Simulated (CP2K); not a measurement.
A self-consistent single point of TaAg3 (I4/mmm, 4 atoms in the cell) with CP2K.

Method of the run: PBE, GPW, DZVP-MOLOPT-SR-GTH basis, GTH-PBE potentials (GTH_POTENTIALS) (CP2K 2026.2).

```yaml
crystal:
  lattice:
    - [5.23856, 0.00000, 0.00000]
    - [2.22855, 4.74090, 0.00000]
    - [-3.73355, -2.37045, 2.80786]
  atoms:
    - { symbol: Ag, position: [0.50000, 0.50000, 0.00000] }
    - { symbol: Ag, position: [0.75000, 0.25000, 0.50000] }
    - { symbol: Ag, position: [0.25000, 0.75000, 0.50000] }
    - { symbol: Ta, position: [0.00000, 0.00000, 0.00000] }
```

Reference input (self-consistent single point, DFT PBE, GPW, DZVP-MOLOPT-SR-GTH basis, GTH-PBE potentials (GTH_POTENTIALS)): CUTOFF = 500 Ry; REL_CUTOFF = 40 Ry; SMEAR/METHOD = FERMI_DIRAC; ELECTRONIC_TEMPERATURE = 1160.45 K; KPOINTS/SCHEME = MACDONALD 5 5 5 0.1 0.1 0.1; XC_FUNCTIONAL = PBE; Ag/BASIS_SET = DZVP-MOLOPT-SR-GTH; Ag/POTENTIAL = GTH-PBE-q11; Ta/BASIS_SET = DZVP-MOLOPT-SR-GTH; Ta/POTENTIAL = GTH-PBE-q13; METHOD = GPW; EPS_DEFAULT = 1e-10. This run's input differs from it in these lines:

```diff
@@ -40,3 +40,3 @@
     &KPOINTS
-      SCHEME MACDONALD 5 5 5 0.1 0.1 0.1
+      SCHEME MACDONALD 7 7 7 0.07142857143 0.07142857143 0.07142857143
     &END KPOINTS
```

Log, with long lists cut:

```
 SCF WAVEFUNCTION OPTIMIZATION

  Step     Update method      Time    Convergence         Total energy    Change
     1 NoMix/Diag. 0.20E+00      -     0.44456056      -169.5512895292 -1.70E+02
     2 Broy./Diag. 0.20E+00      -     0.23288021      -173.5743401322 -4.02E+00
     3 Broy./Diag. 0.20E+00      -     0.28913749      -171.4869472395  2.09E+00
     4 Broy./Diag. 0.20E+00      -     0.11963116      -169.6377737550  1.85E+00
     5 Broy./Diag. 0.20E+00      -     0.02005432      -169.1116034290  5.26E-01
     6 Broy./Diag. 0.20E+00      -     0.01141022      -169.2410505803 -1.29E-01
   [... 5 lines left out ...]
    12 Broy./Diag. 0.20E+00      -     0.00004632      -169.2370482521  5.58E-05
    13 Broy./Diag. 0.20E+00      -     0.00001792      -169.2371871173 -1.39E-04
    14 Broy./Diag. 0.20E+00      -     0.00001176      -169.2371987942 -1.17E-05
    15 Broy./Diag. 0.20E+00      -     0.00000084      -169.2371764824  2.23E-05
  *** SCF run converged in    15 steps ***

  Overlap energy of the core charge distribution:               0.00000000731877
  Self energy of the core charge distribution:               -266.32987709484036
  Core Hamiltonian energy:                                     78.91890254530968
  Hartree energy:                                              42.39695201901852
  Exchange-correlation energy:                                -24.21840234237975
  Electronic entropic energy:                                  -0.00475161361412
  Fermi energy:                                                 0.36002180202746

  Total energy:                                              -169.23717648240299
  Total energy (extrapolated to T->0):                       -169.23480067559592

   [... lines left out ...]

 STRESS| Analytical stress tensor [bar]
 STRESS|                        x                   y                   z
 STRESS|      x       -1.22745622667E+04  -6.08924136191E+04   1.03827278585E+01
 STRESS|      y       -6.08924136191E+04   4.49739770572E+04   6.59210167547E+00
 STRESS|      z        1.03827278585E+01   6.59210167547E+00   8.36420541808E+04
 STRESS| 1/3 Trace                                             3.87804896571E+04
```

The run converged in 15 iterations. Against the reference run the free energy rises by 6.1 meV/atom and the pressure hardly changes (3.79 to 3.88 GPa).

The starting cell was generated: these elements placed on a structure prototype, without a prior relaxation; it need not be a known phase or ordering of this composition. Its lattice was rescaled by a random factor within 2.5 % of one. Spin polarisation is off. Values carry the incompleteness of an atom-centred basis. With a pressure of about 4 GPa the cell is away from its equilibrium volume at this level.

Cost on one core of a shared machine: roughly 6 min.
